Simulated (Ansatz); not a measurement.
Computed paths: Cd vacancy in wurtzite CdS, charge state -2

Consider Cd vacancy in wurtzite CdS, charge state -2. Method: PBE, PAW (plane waves to 420 eV; Ansatz, an electronic-structure program).

Cell of 72 host sites held at the relaxed PBE lattice; one k-point at (0.125, 0.250, 0.250); Fermi-Dirac width 0.01 eV, spin-restricted; finite-size errors left in. Energies are static. The charge state is imposed; whether it is stable for some Fermi level was not computed. Forms of the defect that were not tried may lie lower.

Barriers: single points on a 2×2×2 k-point mesh shifted by half a step along c at the bands' geometries.

| Route | Start site over the lowest site run (eV) | Hop (Å) | Forward barrier (eV) | Backward barrier (eV) | Neighbours at the start | Neighbours at the saddle | Saddle order | Forward, on the band's own sampling (eV) |
|---|---|---|---|---|---|---|---|---|
| one Cd atom jumps into the vacancy from a nearby Cd site | 0.00 | 3.97 | 0.80 | 0.80 | S at 2.50, S at 2.59, S at 2.60, S at 2.61 Å | S at 2.38, S at 2.45 Å | not checked | 0.80 |
| one Cd atom jumps into the vacancy from a nearby Cd site | 0.00 | 4.01 | 0.94 | 0.94 | S at 2.50, S at 2.59, S at 2.60, S at 2.61 Å | S at 2.45, S at 2.83, 2 S at 2.85, S at 2.90 Å | not checked | 0.94 |

Paths come from nudged elastic bands with a climbing image. Of the routes that converged and passed our checks, the lowest saddle point lies 0.80 eV above the lowest of the sites run (one Cd atom jumps into the vacancy from a nearby Cd site); other sites, such as split forms, and other routes may lie lower.
